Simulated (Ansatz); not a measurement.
## Effect of isotropic strain −2.00 % on GaAs

Consider GaAs in the zinc blende structure (space group F-43m, No. 216; a = 5.667 Å).

Perturbation: an isotropic linear strain of −2.00 %; the atoms relax in the strained cell.

The values are results of Ansatz (a first-principles code) r2SCAN, no spin-orbit coupling, not measurements. Γ-centred 10×10×10 mesh, Fermi–Dirac width 0.05 eV.

* **Space group**: F-43m (No. 216) (base F-43m (No. 216))
* **Energy relative to the base (free energy F)**: +20 meV/atom
* **Pressure**: 5.04 GPa (base 0.00 GPa)
* **Band gap**: 1.46 eV (base 0.96 eV)
* **Gap character**: direct at Γ (base direct at Γ)
* **Mean gap deformation potential ΔEg/Δln V**: -8.2 eV
* **Width of the top valence band**: 3.70 eV (base 3.40 eV)
* **Electron mass**: 0.072 mₑ (at Γ) (base 0.051 mₑ (at Γ))
* **Hole mass (degenerate bands, along [100])**: 0.071, 0.32, 0.32 mₑ (at Γ) (base 0.050, 0.34, 0.34 mₑ (at Γ))
* **Valley order (the lowest conduction-band minima on the path, energy above the VBM, named in the base's zone)**: Γ 1.46 eV; L along ⟨111⟩ 1.54 eV; a point along ⟨100⟩, about 1.0 Å⁻¹ from Γ 1.62 eV (base Γ 0.96 eV; L along ⟨111⟩ 1.35 eV; a point along ⟨100⟩, about 1.0 Å⁻¹ from Γ 1.72 eV)

Cost of the whole job for the changed cell (relaxation, final SCF and bands): about 30 core-seconds (a rough figure).

Masses are band curvatures over ±0.01 Å⁻¹ around the edge. Stability against distortions was not tested.
